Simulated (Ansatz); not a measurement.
System: TiZnO3 (R3c, No. 161, 10 atoms in the cell; start mp-1078470). Method: PBEsol (PAW; Ansatz, a first-principles code).

Run with plane-wave cutoff 520 eV, 8×8×8 k mesh, Fermi–Dirac smearing 0.01 eV, no spin polarisation, scalar-relativistic PAW data made under PBE.

Cell (relaxed at this level):

```cif
data_O18Ti6Zn6
_chemical_formula_sum 'Ti6 Zn6 O18'
_space_group_name_H-M_alt 'R3c :H'
_space_group_IT_number 161
_space_group_name_Hall 'R 3 -2"c'
_cell_length_a 5.07060
_cell_length_b 5.07060
_cell_length_c 13.71683
_cell_angle_alpha 90.000
_cell_angle_beta 90.000
_cell_angle_gamma 120.000
loop_
_atom_site_label
_atom_site_type_symbol
_atom_site_symmetry_multiplicity
_atom_site_Wyckoff_symbol
_atom_site_fract_x
_atom_site_fract_y
_atom_site_fract_z
_atom_site_occupancy
Ti1 Ti 6 a 0.00000 0.00000 0.49975 1
Zn1 Zn 6 a 0.00000 0.00000 0.22002 1
O1 O 18 b 0.03310 0.32302 0.10324 1
```
(The calculation used a cell of 10 atoms; values per cell refer to that cell.)

What does this level give for the band gap and smallest direct gap on the k points sampled?


- band gap = 2.89 eV (indirect)
- smallest direct gap on the k points sampled = 2.93 eV

The computed numbers hold no vibrational or temperature effects.

A start named mp-… is a Materials Project structure, which need not be a measured phase.
